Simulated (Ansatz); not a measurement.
Reference: BP (F-43m), PBEsol, rigid bands (plane waves, PAW, scalar-relativistic; Ansatz, a program for electronic structure); axes and stresses refer to this cell.

```xyz
2
Lattice="0.0000 2.2601 2.2601 2.2601 0.0000 2.2601 2.2601 2.2601 0.0000" Properties=species:S:1:pos:R:3 pbc="T T T"
B      0.0000     0.0000     0.0000
P      1.1301     1.1301     1.1301
```

hole conductivity mass: 0.39 mₑ
electron conductivity mass: 0.33 mₑ
Seebeck coefficient, p-type 1e19 cm⁻³: 328 μV/K

Question: Change: hydrostatic pressure 5 GPa. What happens to hole conductivity mass, electron conductivity mass, Seebeck coefficient, p-type 1e19 cm⁻³?

Answer: hole conductivity mass moves little, to 0.39 mₑ; electron conductivity mass moves little, to 0.33 mₑ; Seebeck coefficient, p-type 1e19 cm⁻³ moves little, to 329 μV/K.

Masses are for dilute carriers at 300 K, harmonic means over directions unless an axis is named. Seebeck coefficients are for the stated density at 300 K, with one relaxation time for all states and whether or not that doping can be reached. Spin-orbit coupling is left out unless a row names it. Stresses and pressures are the targets of the relaxation.  The structure type is held under load, also where the real crystal would transform.
